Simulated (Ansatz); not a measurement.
**Convergence test for Sc₃IrC₄ (Immm, 8 atoms in the cell)**

```
Sc3IrC4
1.0
   -1.72852     2.21894     6.11005
    1.72852    -2.21894     6.11005
    1.72852     2.21894    -6.11005
Sc Ir C
3 1 4
Direct
  0.50000   0.50000   0.00000
  0.80965   0.30965   0.50000
  0.19035   0.69035   0.50000
  0.00000   0.00000   0.00000
  0.20871   0.87210   0.33661
  0.79129   0.12790   0.66339
  0.53549   0.87210   0.66339
  0.46451   0.12790   0.33661
```

Method of the run: PBEsol, PAW files made with PBE (plane waves; Ansatz, a program for electronic structure).

The starting cell comes from a database of computed structures (which also holds hypothetical and non-ambient phases and stackings), without a prior relaxation at this level. Spin polarisation is off. In the base run, with a pressure of about -6 GPa the cell is away from its equilibrium volume at this level. Ansatz's pressure includes its estimate of the finite-basis (Pulay) stress.

Held fixed: kpoints.mp_grid.grid = 9 9 9; hamiltonian.xc = pbesol; hamiltonian.pseudopotentials = {kind: paw} (the program's default PAW files); scf.occupations.method = methfessel_paxton; scf.occupations.width = 0.0073 Ry.

ΔF is the free energy per atom less that of the last row (61.7 Ry).

The first pressure column holds Ansatz's estimate of the finite-basis (Pulay) stress, which hides part of the cutoff error; the other is without it.

| basis.ecutwfc | ΔF (meV/atom) | pressure (GPa) | largest force (eV/Å) | pressure at a fixed set of plane waves (GPa) | plane waves |
|---|---|---|---|---|---|
| 12.5 Ry | 5343.1 | -2.29 | 1.451 | -248.82 | 475 |
| 15.4 Ry | 1586.9 | -1.20 | 1.386 | -97.99 | 635 |
| 18.4 Ry | 403.7 | -2.54 | 0.690 | -35.00 | 867 |
| 21.7 Ry | 80.2 | -4.92 | 0.258 | -12.71 | 1075 |
| 24.6 Ry | [?] | -5.52 | 0.188 | -7.59 | 1301 |
| 27.9 Ry | [?] | -5.57 | 0.183 | -6.07 | 1585 |
| 30.9 Ry | 1.32 | -5.57 | 0.183 | -5.70 | 1827 |
| 35.6 Ry | 0.46 | -5.56 | 0.183 | -5.58 | 2249 |
| 40.1 Ry | 0.34 | -5.57 | 0.183 | -5.58 | 2725 |
| 46.3 Ry | 0.14 | -5.57 | 0.183 | -5.58 | 3331 |
| 54 Ry | 0.04 | -5.57 | 0.183 | -5.57 | 4253 |
| 61.7 Ry | 0.00 | -5.57 | 0.183 | -5.57 | 5219 |

### Question
Some entries are withheld; supply them.

### Answer

- 24.6 Ry, ΔF (meV/atom): 20.0
- 27.9 Ry, ΔF (meV/atom): 4.5

Keys are those of Ansatz 0.2.
